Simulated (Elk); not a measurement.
Band structure of GaIr (Pm-3m, 2 atoms in the cell).

```
GaIr
1.0
    3.02850     0.00000     0.00000
    0.00000     3.02850     0.00000
    0.00000     0.00000     3.02850
Ga Ir
1 1
Direct
  0.00000   0.00000   0.00000
  0.50000   0.50000   0.50000
```

Method of the run: Elk with PBEsol, all-electron FP-LAPW, Elk's shipped species files, APW+lo basis with extra local orbitals.

Settings: xctype = 22; rgkmax = 7.5; stype = 0; swidth = 0.00367493 Ha; ngridk = 9 9 9; gmaxvr = 16 1/bohr; nxlo = 2; lorbcnd = true; lmaxi = 3.

The starting cell comes from a database of computed structures (which also holds hypothetical and non-ambient phases and stackings), without a prior relaxation at this level. Spin-orbit coupling is off. Spin polarisation is off. Values depend on the basis (sphere radii, cutoffs, local orbitals), which need not be converged.

Levels in eV from the Fermi level, bands 18 to 25:
```
point     18     19     20     21     22    23     24     25
-----  -----  -----  -----  -----  -----  ----  -----  -----
Γ      -5.05  -1.38  -1.38  -1.38   3.84  3.84   3.84   9.19
X      -4.72  -3.53  -3.53  -1.33   0.29  8.61  10.90  10.90
M      -3.34  -3.34  -2.54  -2.54  -0.14  2.84   3.48   8.28
R      -6.54  -1.65  -0.04  -0.04   3.50  3.50   3.50   6.25
```

Bands cross the Fermi level along this path, so the cell is metallic at this level.
